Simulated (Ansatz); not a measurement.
# Au2Bi (Fd-3m, No. 227, 6 atoms in the cell; start mp-570113)

These are PBEsol (plane waves, PAW; Ansatz, a quantum-chemistry and plane-wave program) values and carry that method's errors.

Numerical settings: plane-wave cutoff 520 eV, 12×12×12 k mesh, Fermi–Dirac smearing 0.05 eV, scalar-relativistic PAW data made under PBE.

Cell (relaxed at this level):

Space group Fd-3m, origin choice 1 (No. 227); a = b = c = 7.944 Å, α = β = γ = 90.00°

| atom | site | symmetry | x | y | z |
|---|---|---|---|---|---|
| Bi | 8b | -43m | 0.5000 | 0.5000 | 0.5000 |
| Au | 16c | .-3m | 0.1250 | 0.1250 | 0.1250 |
(The calculation used a cell of 6 atoms; values per cell refer to that cell.)

```json
{
 "band_gap": "none",
 "bulk modulus B0": "123 GPa"
}
```

Note: the relaxation could not lower the start's symmetry, so the cell can be a saddle point above a distorted one; the bulk modulus is −V dP/dV from two relaxed cells at ±2 % in volume.

Spin–orbit coupling is not included; it can shift volumes and moduli of such heavy elements.

Computing time: roughly 4 core-minutes.

A start named mp-… is a Materials Project structure, which need not be a measured phase.
